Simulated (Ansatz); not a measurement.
# GeRh (model structure, started from the WC type, P-6m2, No. 187, 2 atoms in the cell): lattice parameter c by level of theory

No measured value is used here.

```json
[
 {"level (code)": "PBE (Ansatz)", "value (Å)": "3.702"},
 {"level (code)": "PBEsol (Ansatz)", "value (Å)": "3.672"},
 {"level (code)": "PBE-D3(BJ) (Ansatz)", "value (Å)": "(withheld)"}
]
```

Question: Fill in the missing entries.

Answer: 
- PBE-D3(BJ) (Ansatz, a quantum-chemistry and plane-wave program), value (Å): 3.690

Ansatz's density-functional and Hartree–Fock values are scalar-relativistic unless marked +SOC, with PAW data made under PBE.

A model structure was made by putting elements into a prototype or built by hand; it is no filed structure, need not be a known phase, and can be a saddle point held by its symmetry.
